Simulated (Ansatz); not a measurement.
The starting structures come from a database of crystals and need not be the phases stable at ambient conditions.

Given:

```yaml
crystal:
  lattice:
    - [6.85899, -0.00585, 0.00877]
    - [-0.34420, 8.89152, -0.02430]
    - [0.34420, -2.75184, 4.12257]
  atoms:
    - { symbol: Ta, position: [0.21747, 0.25000, 0.71598] }
    - { symbol: Ta, position: [0.78253, 0.75000, 0.28402] }
    - { symbol: Pb, position: [0.32002, 0.75000, 0.73938] }
    - { symbol: Pb, position: [0.67998, 0.25000, 0.26062] }
    - { symbol: F, position: [0.05049, 0.75000, 0.10442] }
    - { symbol: F, position: [0.94951, 0.25000, 0.89558] }
    - { symbol: F, position: [0.78776, 0.52997, 0.85789] }
    - { symbol: F, position: [0.21224, 0.47003, 0.14211] }
    - { symbol: F, position: [0.21224, 0.02997, 0.70204] }
    - { symbol: F, position: [0.78776, 0.97003, 0.29796] }
    - { symbol: F, position: [0.36017, 0.42193, 0.61893] }
    - { symbol: F, position: [0.63983, 0.57807, 0.38107] }
    - { symbol: F, position: [0.63983, 0.92193, 0.72492] }
    - { symbol: F, position: [0.36017, 0.07807, 0.27508] }
    - { symbol: F, position: [0.48954, 0.25000, 0.84269] }
    - { symbol: F, position: [0.51046, 0.75000, 0.15731] }
    - { symbol: F, position: [0.94965, 0.75000, 0.57973] }
    - { symbol: F, position: [0.05035, 0.25000, 0.42027] }
```

Space group of this cell: P2_1/m. The cell was relaxed by PBE-D3(BJ); by r2SCAN its mean pressure is -3.2 GPa.

Transport runs along the normal of the first two printed cell vectors.

The gap is the functional's own. No spin-orbit coupling. Mid-gap values are interpolated on the energy grid.

**Question.** Compute, with r2SCAN run with Ansatz (a program for electronic structure), the band gap and the smallest decay constant κ at mid-gap.

**Answer.** Gap 5.64 eV on a 6×8×8 mesh; κ = 0.514 1/Å, at (0.167, 0.500) of the in-plane reciprocal vectors. At the zone centre, at the nearest computed energy, the slowest state has κ = 0.52 1/Å.
